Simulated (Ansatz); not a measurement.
Input for (Ti,Sn)O2 alloy cell Sn7TiO16 (anatase start):

Ansatz 0.2 input:
```yaml
crystal:
  lattice:
    - [2.006949125, -2.006949125, -5.182921422]
    - [-8.023617878, 0.001041802, 0.001223706]
    - [-0.001041802, 8.023617878, 0.001223705]
  atoms:
    - { symbol: Sn, position: [0.0, 0.4975288, 0.0024712] }
    - { symbol: Sn, position: [0.006203266, 0.003813289, 0.001716188] }
    - { symbol: Sn, position: [-0.006203266, 0.498283812, 0.496186711] }
    - { symbol: Sn, position: [0.0, 0.00011284, 0.49988716] }
    - { symbol: Ti, position: [0.5, 0.375872931, 0.124127069] }
    - { symbol: Sn, position: [0.500277155, 0.874363095, 0.124343451] }
    - { symbol: Sn, position: [0.499722845, 0.375656549, 0.625636905] }
    - { symbol: Sn, position: [0.5, 0.874369099, 0.625630901] }
    - { symbol: O, position: [0.110294045, 0.277676123, 0.027531895] }
    - { symbol: O, position: [0.099617055, 0.774640562, 0.024961426] }
    - { symbol: O, position: [0.094491204, 0.273730547, 0.523666389] }
    - { symbol: O, position: [0.095037795, 0.773632822, 0.523838385] }
    - { symbol: O, position: [0.592630547, 0.398291471, 0.907036743] }
    - { symbol: O, position: [0.597989871, 0.899783168, 0.899848282] }
    - { symbol: O, position: [0.589148183, 0.39783165, 0.388635997] }
    - { symbol: O, position: [0.594002948, 0.89797942, 0.39804706] }
    - { symbol: O, position: [0.405997052, 0.10195294, 0.60202058] }
    - { symbol: O, position: [0.402010129, 0.600151718, 0.600216832] }
    - { symbol: O, position: [0.410851817, 0.111364003, 0.10216835] }
    - { symbol: O, position: [0.407369453, 0.592963257, 0.101708529] }
    - { symbol: O, position: [0.889705955, 0.472468105, 0.222323877] }
    - { symbol: O, position: [0.905508796, 0.976333611, 0.226269453] }
    - { symbol: O, position: [0.900382945, 0.475038574, 0.725359438] }
    - { symbol: O, position: [0.904962205, 0.976161615, 0.726367178] }
basis:
  ecutwfc: 420
  ecutrho_ratio: 4
  xc_grid: 2
kpoints:
  mp_grid: { grid: [5, 3, 3] }
hamiltonian:
  xc: pbe
  dispersion: none
  pseudopotentials: { kind: paw }
scf:
  n_extra_bands: 34
  occupations: { method: fermi_dirac, width: 0.01 }
output:
  eigenstates:
    kpoints:
      - [0.0, 0.0, 0.0]
      - [-0.5, 0.0, 0.0]
    e_range: [-5, 6]
    localisation: true
  eigenvalues: true
magnetization:
  noncollinear: true
  spin_orbit: true
```

These are PBE with spin-orbit coupling (plane waves to 420 eV, PAW; Ansatz, an electronic-structure program) values and carry that method's errors. The runs are not spin-polarised. Its k-point mesh 5×3×3, Fermi–Dirac width 0.01 eV.

### Question
What does the end of the output print (band table and long remarks left out, numbers rounded to eight decimals)?

### Answer
```
SCF converged after 12 iterations
Magnetization: |M| = 0.0000 μB,  M = (+0.0000, +0.0000, +0.0000) μB
Absolute magnetization: 0.0000 μB (∫|m|)
  site 0: m = (+0.0000, +0.0000, +0.0000) μB, |m| = 0.0000 μB  (R = 0.85 Å)
  site 1: m = (+0.0000, +0.0000, +0.0000) μB, |m| = 0.0000 μB  (R = 0.85 Å)
  site 2: m = (+0.0000, +0.0000, +0.0000) μB, |m| = 0.0000 μB  (R = 0.85 Å)
  site 3: m = (+0.0000, +0.0000, +0.0000) μB, |m| = 0.0000 μB  (R = 0.85 Å)
  site 4: m = (+0.0000, +0.0000, +0.0000) μB, |m| = 0.0000 μB  (R = 0.82 Å)
  site 5: m = (+0.0000, +0.0000, +0.0000) μB, |m| = 0.0000 μB  (R = 0.85 Å)
  site 6: m = (+0.0000, +0.0000, +0.0000) μB, |m| = 0.0000 μB  (R = 0.85 Å)
  site 7: m = (+0.0000, +0.0000, +0.0000) μB, |m| = 0.0000 μB  (R = 0.85 Å)
  site 8: m = (+0.0000, +0.0000, +0.0000) μB, |m| = 0.0000 μB  (R = 0.83 Å)
  site 9: m = (+0.0000, +0.0000, +0.0000) μB, |m| = 0.0000 μB  (R = 0.86 Å)
  site 10: m = (+0.0000, +0.0000, +0.0000) μB, |m| = 0.0000 μB  (R = 0.85 Å)
  site 11: m = (+0.0000, +0.0000, +0.0000) μB, |m| = 0.0000 μB  (R = 0.85 Å)
  site 12: m = (+0.0000, +0.0000, +0.0000) μB, |m| = 0.0000 μB  (R = 0.82 Å)
  site 13: m = (+0.0000, +0.0000, +0.0000) μB, |m| = 0.0000 μB  (R = 0.85 Å)
  site 14: m = (+0.0000, +0.0000, +0.0000) μB, |m| = 0.0000 μB  (R = 0.82 Å)
  site 15: m = (+0.0000, +0.0000, +0.0000) μB, |m| = 0.0000 μB  (R = 0.85 Å)
  site 16: m = (+0.0000, +0.0000, +0.0000) μB, |m| = 0.0000 μB  (R = 0.85 Å)
  site 17: m = (+0.0000, +0.0000, +0.0000) μB, |m| = 0.0000 μB  (R = 0.85 Å)
  site 18: m = (+0.0000, +0.0000, +0.0000) μB, |m| = 0.0000 μB  (R = 0.82 Å)
  site 19: m = (+0.0000, +0.0000, +0.0000) μB, |m| = 0.0000 μB  (R = 0.82 Å)
  site 20: m = (+0.0000, +0.0000, +0.0000) μB, |m| = 0.0000 μB  (R = 0.83 Å)
  site 21: m = (+0.0000, +0.0000, +0.0000) μB, |m| = 0.0000 μB  (R = 0.85 Å)
  site 22: m = (+0.0000, +0.0000, +0.0000) μB, |m| = 0.0000 μB  (R = 0.86 Å)
  site 23: m = (+0.0000, +0.0000, +0.0000) μB, |m| = 0.0000 μB  (R = 0.85 Å)
Free energy (F): -53765.202847 eV
Harris-Foulkes:  -53765.202847 eV  (|F-HF|=5.65e-8)
Internal energy: -53765.202847 eV  (E = F + TS)
E sigma→0 (E₀):  -53765.202847 eV
Fermi energy:    7.511547 eV
--- Per-component energies (eV) ---
  E_band       = -1096.508737
  E_kinetic    = 4393.742431
  E_local      = -14571.129865  (includes V_loc(G=0)·N_el)
  E_nonlocal   = 568.061954
  E_hartree    = 7069.115406
  E_xc         = -3933.095396
  E_vxc        = -2276.003873  (∫ρ·V_xc dr)
  E_paw        = -32624.802879  (= ΣΔE_a)
  E_vpaw       = -3349.449601  (= ΣTr[D̂ρ^β])
  E_aug_tail   = 0.039301  (compensation charges beyond the density's cutoff)
  E_ewald      = -14667.133799
  E_smearing   = 0.000000  (= −TS)
  E_closure    = 0.000000  (closes the sum)
  Σ components = -53765.202847   (vs F -53765.202847, Δ=0.00e0)
```

Cost: around 13 core-minutes (rough).
